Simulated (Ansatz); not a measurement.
## HgS: isotropic strain +5.73 %

Base system: HgS (space group P3_221, No. 154; a = 4.465 Å, c = 9.758 Å; made of chains).

Modification: the cell is scaled by 1.0573 in all directions, atoms relaxed at fixed cell.

The values are results of PBE (Ansatz, a program for electronic structure; PAW; 420 eV plane waves; scalar-relativistic without spin-orbit coupling), not measurements. Γ-centred 9×9×4 mesh, Fermi–Dirac width 0.05 eV.

```csv
quantity,base,changed,shift
space group,P3_221 (No. 154),P3_221 (No. 154),–
shortest interatomic distance,2.373 Å,2.362 Å,-0.011 Å
energy relative to the base (free energy F),0 meV/atom,+16 meV/atom,+16 meV/atom
"pressure (mean of the normal stresses, compression positive)",0.00 GPa,-0.79 GPa,-0.79 GPa
band gap,1.83 eV,2.01 eV,+0.18 eV
gap character,"indirect, Γ–A (67 % along) → Γ",direct at Γ,–
width of the top valence band,0.56 eV,0.65 eV,+0.09 eV
electron mass,"0.43 mₑ along c, 1.2 mₑ across (at Γ)","0.43 mₑ along c, 1.0 mₑ across (at Γ)",–
"valence-band top at Γ (three highest levels, from the VBM)",–,"0.00, -0.14, -0.14 eV",–
largest internal atomic displacement,–,0.241 Å,–
```

Final structure:

```xyz
6
Lattice="4.7208 0.0000 0.0000 -2.3604 4.0883 0.0000 0.0000 0.0000 10.3174" Properties=species:S:1:pos:R:3 pbc="T T T"
Hg     3.8535     0.0000     6.8783
Hg    -1.9268     3.3373     3.4391
Hg     0.4336     0.7510     0.0000
S      1.8685     0.0000     1.7196
S     -0.9342     1.6182     8.5978
S      1.4261     2.4701     5.1587
```

Cost of the whole job for the changed cell (relaxation, final SCF and bands): about 90 core-seconds (a rough figure).

Spin-orbit coupling, missing from the scalar runs, can matter with Hg. Effective masses come from finite differences of ±0.01 Å⁻¹. Stability against distortions was not tested. No dispersion term is included, though the crystal is made of layers, chains or molecules, so its spacings can come out too wide.
